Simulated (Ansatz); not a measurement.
Functionals compared on a constructed model of the (100) surface of fcc Pd, a pseudomorphic layer of Sn in the host's stacking (bottom of the slab: a bare face, its two planes held), in Ansatz (plane waves, PAW). The structure was relaxed with PBE; the other rows are single points on it. Cutoff 420 eV (500 eV for r2SCAN).

Model: 7-atom slab, 12.0 Å thick at the start, 13x13x1 mesh, Fermi-Dirac 0.1 eV, dipole correction, 2 atoms held, the rest relaxed; held to the start's symmetry, so lower structures may exist; no spin, no spin-orbit, no U. It is one candidate, not shown to be the stable structure of the face. These notes are the PBE run's.

| functional | work function of the top face (eV) | rough cost of the single point |
|---|---|---|
| PBE | 4.23 | – |
| RPBE | 4.11 | around 20 core-seconds (rough) |
| r2SCAN | 4.35 | around 60 core-seconds (rough) |

Ansatz is a program for electronic structure.
